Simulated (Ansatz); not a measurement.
A constructed model of the (111) surface of fcc Cu, a pseudomorphic layer of Sn in the host's stacking (bottom of the slab: a bare face, its two planes held)

Method: PBE (plane waves to 420 eV, PAW; Ansatz, a program for electronic structure).

Model: 7-atom slab, 12.9 Å thick at the start with caps and adatoms (thin: gaps and levels are the slab's own), 17x17x1 mesh, Fermi-Dirac 0.1 eV, dipole correction, 2 atoms held, the rest relaxed; held to the start's symmetry, so lower structures may exist; no spin, no spin-orbit, no U. It is one candidate, not shown to be the stable structure of the face.

```json
{
  "work_function_of_the_top_face": "3.39 eV",
  "energy_released_by_relaxation": "0.018 eV",
  "cost": "roughly 90 core-seconds"
}
```
